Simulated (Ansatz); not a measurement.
# SiC: pressure series

Start from SiC (space group P6_3mc, No. 186; a = 3.0781 Å, c = 10.0762 Å).

Cell and atoms are relaxed at each pressure.

Calculations: PBEsol (Ansatz, an electronic-structure program), no spin-orbit coupling.

```
pressure (GPa)  volume per atom (Å³/atom)
--------------  -------------------------
-2                                 10.429
-1                                 10.380
0                                  10.335
3                                  10.199
7                                  10.031
15                                  9.731
30                                  9.263
75                                      ?
100                                 7.887
```

Q: Fit the third-order Birch–Murnaghan form P(V) = (3B₀/2)[(V₀/V)^(7/3) − (V₀/V)^(5/3)]·[1 + (3/4)(B₀′ − 4)((V₀/V)^(2/3) − 1)] (squares taken in P) to the rows shown and predict the withheld row.

A: Least squares on the printed values gives V₀ = 10.334 Å³/atom, B₀ = 223 GPa, B₀′ = 3.8; this predicts 8.278 Å³/atom, and the run gives 8.280 Å³/atom, 0.002 higher.

Load acts through the strain it causes; cell and atoms are relaxed under it. Stability against distortions was not tested. Competing high-pressure phases were not computed.
